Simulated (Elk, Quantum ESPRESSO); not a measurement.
An Elk input for a self-consistent single point of LaCoSi (P4/nmm, 6 atoms in the cell) (DFT, LDA (PW92), all-electron FP-LAPW, Elk's shipped species files, APW+lo basis with extra local orbitals):

```
tasks
  0

xctype
  3

spinpol
  .true.

reducebf
  0.7

rgkmax
  7.5

gmaxvr
  14.0

nxlo
  2

lorbcnd
  .true.

rmtscf
  0.89

lmaxi
  3

nempty
  10

stype
  0

swidth
  0.00367493

avec
    7.6744234565    0.0000000000    0.0000000000
    0.0000000000    7.6744234565    0.0000000000
    0.0000000000    0.0000000000   13.8030887376

atoms
  3   : nspecies
  'La.in'   : spfname
  2   : natoms; atposl, bfcmt below
  0.0000000000  0.5000000000  0.3048200000    0.0 0.0 0.0
  0.5000000000  0.0000000000  0.6951800000    0.0 0.0 0.0
  'Co.in'   : spfname
  2   : natoms; atposl, bfcmt below
  0.0000000000  0.0000000000  0.0000000000    0.0 0.0 -0.75
  0.5000000000  0.5000000000  0.0000000000    0.0 0.0 -0.75
  'Si.in'   : spfname
  2   : natoms; atposl, bfcmt below
  0.0000000000  0.5000000000  0.8460000000    0.0 0.0 0.0
  0.5000000000  0.0000000000  0.1540000000    0.0 0.0 0.0

ngridk
  5 5 3
```

### Question
Write the same calculation as an input for Quantum ESPRESSO.

### Answer
One input that does it (others would too):

```fortran
&CONTROL
   calculation = 'scf',
   prefix = 'run',
   outdir = './tmp/',
   pseudo_dir = './',
   tprnfor = .true.,
   tstress = .true.,
/
&SYSTEM
   ibrav = 0,
   nat = 6,
   ntyp = 3,
   ecutwfc = 50,
   ecutrho = 400,
   occupations = 'smearing',
   smearing = 'gauss',
   degauss = 0.0073499,
   nspin = 2,
   starting_magnetization(2) = 0.176,
/
&ELECTRONS
   conv_thr = 1e-10,
   mixing_beta = 0.5,
/
ATOMIC_SPECIES
La   138.9055  la_lda_v1.uspp.F.UPF
Co    58.9332  co_lda_v1.2.uspp.F.UPF
Si    28.0850  si_lda_v1.uspp.F.UPF
CELL_PARAMETERS {bohr}
   7.674423456     0.000000000     0.000000000
   0.000000000     7.674423456     0.000000000
   0.000000000     0.000000000    13.803088738
ATOMIC_POSITIONS {crystal}
La    0.000000000    0.500000000    0.304820000
La    0.500000000    0.000000000    0.695180000
Co    0.000000000    0.000000000    0.000000000
Co    0.500000000    0.500000000    0.000000000
Si    0.000000000    0.500000000    0.846000000
Si    0.500000000    0.000000000    0.154000000
K_POINTS {automatic}
5 5 3  0 0 0
```

Basis settings and potentials, where a program has them, do not carry over. This input uses DFT, LDA (PZ), plane waves, GBRV 1.5 ultrasoft (LDA) pseudopotentials. LDA parametrisations can differ slightly between programs.

The starting cell comes from a database of computed structures (which also holds hypothetical and non-ambient phases and stackings), without a prior relaxation at this level.
